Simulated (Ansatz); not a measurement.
The reference is InSb in the rock salt structure (space group Fm-3m, No. 225; a = 6.035 Å; a model cell, its experimental status unchecked). Axes: x, y, z lie along the cube axes.

The values are results of PBEsol, PAW, 420 eV (Ansatz, an electronic-structure program; no spin-orbit coupling), not measurements.

Before the change:

```
Quantity                          Value
-----------------------------  --------
Pressure                        0.0 GPa
Shortest interatomic distance  301.7 pm
Band gap                           zero
```

One thing is altered: the cell is compressed by 3.28 % along x with no lateral relaxation, atoms relaxed at fixed cell.

Q: What does the calculation give for the pressure, energy relative to the base, shortest interatomic distance and band gap after the change?

A: The pressure (mean of the normal stresses, compression positive) goes from zero to 2.2 GPa; the energy goes up by 13 meV/atom; the shortest interatomic distance decreases by 9.9 pm, from 301.7 pm to 291.8 pm; the band gap remains zero.

Without a gap, meshes like the base's 13×13×13 leave anisotropic stresses uncertain by several tenths of a GPa, and small strain energies with them. The cells carry an imposed strain or load. Whether these cells are dynamically stable was not tested. The final runs are not spin-polarised. This is not the structure that InSb has at room temperature and ambient pressure.
